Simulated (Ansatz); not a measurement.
The starting structures come from a database of crystals and need not be the phases stable at ambient conditions.

Inside the gap of an insulator the Bloch states are evanescent, with a wavenumber k + iκ along the transport direction.

Here is the system:

```
N
1.0
    4.09619     0.00000     0.00000
    0.00000     5.32140     0.00000
    0.00000     0.00000     4.09619
N
4
Direct
  0.09509   0.00000   0.90491
  0.90491   0.00000   0.09509
  0.59509   0.50000   0.59509
  0.40491   0.50000   0.40491
```

Space group of this cell: P4_2/mnm. The cell was relaxed by PBE-D3(BJ); by r2SCAN its mean pressure is -1.5 GPa.

Transport runs along the normal of the first two printed cell vectors, the (100) plane of the conventional cell.

No gap correction and no spin-orbit coupling; mid-gap values are interpolated between computed energies.

Problem. Estimate the band gap and the smallest decay constant κ at mid-gap that r2SCAN (Ansatz, a first-principles code) returns for this system.

Solution. Gap 7.64 eV on a 8×6×8 mesh; κ = 0.832 1/Å, at the zone centre.
